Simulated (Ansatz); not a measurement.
## SiGe (model structure, started from the WC type, P-6m2, No. 187, 2 atoms in the cell)

The numbers are results of r²SCAN+rVV10 (Ansatz, a quantum-chemistry and plane-wave program, PAW), not measurements.

Numerical settings: plane-wave cutoff 560 eV, 18×18×18 k mesh, Fermi–Dirac smearing 0.05 eV, scalar-relativistic PAW data made under PBE.

Cell (relaxed at this level):

GeSi is taken in the hexagonal space group P-6m2 (No. 187), Pearson symbol hP2. Cell: a = 3.627 Å, b = 3.627 Å, c = 3.150 Å, α = 90.00°, β = 90.00°, γ = 120.00°. Ge on 1a sees 6 Si at 2.620 Å (trigonal prismatic). Si on 1f is surrounded by 6 Ge at 2.620 Å (trigonal prismatic). (Neighbours: up to the widest gap in distance over summed covalent radii, below 1.35, at either atom.)

```json
{
 "band_gap": "zero (no gap)"
}
```

Note: the relaxation could raise the start's symmetry but not lower it, so the cell can be a saddle point.

Spin–orbit coupling is not included.

The computed numbers hold no vibrational or temperature effects.

A model structure was made by putting elements into a prototype or built by hand; it is no filed structure, need not be a known phase, and can be a saddle point held by its symmetry.
